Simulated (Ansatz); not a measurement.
Take BaTiO₃ in the cubic perovskite structure (space group Pm-3m, No. 221) as the base.

```
CELL_PARAMETERS angstrom
      3.96988     0.00000     0.00000
      0.00000     3.96988     0.00000
      0.00000     0.00000     3.96988
ATOMIC_POSITIONS crystal
  Ba 0.00000 0.00000 0.00000
  Ti 0.50000 0.50000 0.50000
  O  0.50000 0.00000 0.50000
  O  0.00000 0.50000 0.50000
  O  0.50000 0.50000 0.00000
```

Cartesian axes are those of the cell as printed.

Method: PBEsol (Ansatz, an electronic-structure program, PAW, without spin-orbit coupling).

For the base:

- Band gap: 1.82 eV

The change: a pure shear with ε_xy = ε_yx = 0.0133; the atoms relax in the strained cell.

Task: What happens to the stress?

Result: The stress (xx, yy, zz, yz, xz, xy; compression positive) comes out as (0.08, 0.08, 0.03, 0.00, 0.00, -3.35) GPa.

Task: Predict the new energy relative to the base.

Result: The energy increases by 3.4 meV/atom.

Task: Estimate the effect on the band gap.

Result: The band gap drops by 0.08 eV, from 1.82 eV to 1.74 eV.

Stability against distortions was not tested. The final runs are not spin-polarised. Many cubic perovskites are stable only at high temperature; tilts and polar distortions were not tested. This is not the structure that BaTiO3 has at room temperature and ambient pressure.
